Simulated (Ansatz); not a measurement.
Input and output of a self-consistent single point for Au (P-1, 2 atoms in the cell) (Ansatz, a first-principles code).

Computed with LDA (PW92), default PAW files made with PBE (plane waves; Ansatz).

The change in words: lattice scaled by 0.98; basis.ecutwfc: 30.9 Ry → 18.4 Ry. Reference geometry:
```
Au
1.0
    2.82957     0.00000     0.00000
   -0.01302     2.83428     0.00000
   -1.14359    -1.19134     4.94864
Au
2
Cartesian
  0.09114   0.08192   3.64242
  1.58182   1.56102   1.35622
```

Reference input (self-consistent single point, DFT, LDA (PW92), plane waves, default PAW files made with PBE): basis.ecutwfc = 30.9 Ry; kpoints.mp_grid.grid = 8 8 5; hamiltonian.xc = lda; hamiltonian.pseudopotentials = {kind: paw} (the program's default PAW files); scf.occupations.method = gaussian; scf.occupations.width = 0.0073 Ry. This run's input differs from it in these lines:

Ansatz 0.2 input:
```diff
@@ -2,5 +2,5 @@
   lattice:
-    - [2.829567, 0.000000, 0.000000]
-    - [-0.013020, 2.834281, 0.000000]
-    - [-1.143585, -1.191337, 4.948638]
+    - [2.772976, 0.000000, 0.000000]
+    - [-0.012760, 2.777595, 0.000000]
+    - [-1.120713, -1.167510, 4.849665]
   atoms:
@@ -9,3 +9,3 @@
 basis:
-  ecutwfc: 30.9 Ry
+  ecutwfc: 18.4 Ry
 kpoints:
```

Output, abridged:

```
SCF iter   1: F=—  HF=-25727.143029 eV  |F-HF|=—  |Δ(HF+E_count)|=         —  Δρ=3.62e-2  dr2=2.65e-1  ethr=1.77e-3  ⟨swp⟩=4.8  Hψ=13911  notcnv=0
all-band conjugate gradients solve this SCF's bands
preconditioner: auto → Kerker (q_TF=auto, 2.736 Å⁻¹)
SCF iter   2: F=—  HF=-25727.035168 eV  |F-HF|=—  |Δ(HF+E_count)|=   1.08e-1  Δρ=1.43e-2  dr2=2.63e-2  ethr=6.97e-4  ⟨swp⟩=2.9  Hψ=8379  notcnv=0  defer=35
SCF iter   3: F=—  HF=-25727.024341 eV  |F-HF|=—  |Δ(HF+E_count)|=   1.08e-2  Δρ=3.69e-3  dr2=1.96e-3  ethr=6.92e-5  ⟨swp⟩=2.0  Hψ=6780  notcnv=0  defer=35
SCF iter   4: F=—  HF=-25727.024177 eV  |F-HF|=—  |Δ(HF+E_count)|=   1.63e-4  Δρ=3.62e-4  dr2=1.96e-5  ethr=5.15e-6  ⟨swp⟩=2.6  Hψ=5966  notcnv=0  defer=35
SCF iter   5: F=—  HF=-25727.024172 eV  |F-HF|=—  |Δ(HF+E_count)|=   4.84e-6  Δρ=5.83e-5  dr2=7.54e-7  ethr=5.17e-8  ⟨swp⟩=2.6  Hψ=6400  notcnv=0  defer=35
SCF iter   6: F=-25727.024172 eV  HF=-25727.024172 eV  |F-HF|=4.05e-8  |Δ(HF+E_count)|=   8.31e-8  Δρ=1.23e-5  dr2=8.78e-8  ethr=2.63e-10  ⟨swp⟩=6.0  Hψ=15074  notcnv=0
SCF 1 converged in 6 iterations: F = -25727.024172 eV  dr2 = 8.78e-8
Free energy (F): -25727.024172 eV
Internal energy: -25727.020359 eV  (E = F + TS)
E sigma→0 (E₀):  -25727.022266 eV
Entropy (-TS):   -0.003813 eV (-1.906 meV/atom)
Fermi energy:    17.651508 eV
--- Forces (eV/Å), atoms counted from 1 ---
  atom   1  Au    -0.03567976    -0.02153992    -0.64693836
  atom   2  Au     0.03567976     0.02153992     0.64693836
--- Stress (GPa, compression-positive) ---
       -5.397024       0.012226       1.493606
        0.012225      -5.610845       1.115123
        1.493607       1.115123      -1.704482
  P = ⅓ Tr σ = -4.2375 GPa (-42.375 kbar)
  The stress holds the Pulay correction. Without it, at fixed plane waves, as pw.x and ABINIT print it: P = -85.5584 GPa
```

The run converged in 6 iterations. Against the reference run the free energy rises by 1.20 eV/atom, the pressure goes from -13.40 to -4.24 GPa and the largest force goes from 0.455 to 0.648 eV/Å.

The starting cell comes from a database of computed structures (which also holds hypothetical and non-ambient phases and stackings), without a prior relaxation at this level. Its lattice was rescaled by up to half a per cent. One atom was moved a little off its site on purpose. For this run, on top of that: lattice scaled by 0.98. Ansatz's pressure includes its estimate of the finite-basis (Pulay) stress. Without the estimate this run gives -85.56 GPa. The cutoff lies below the one recommended for these files.
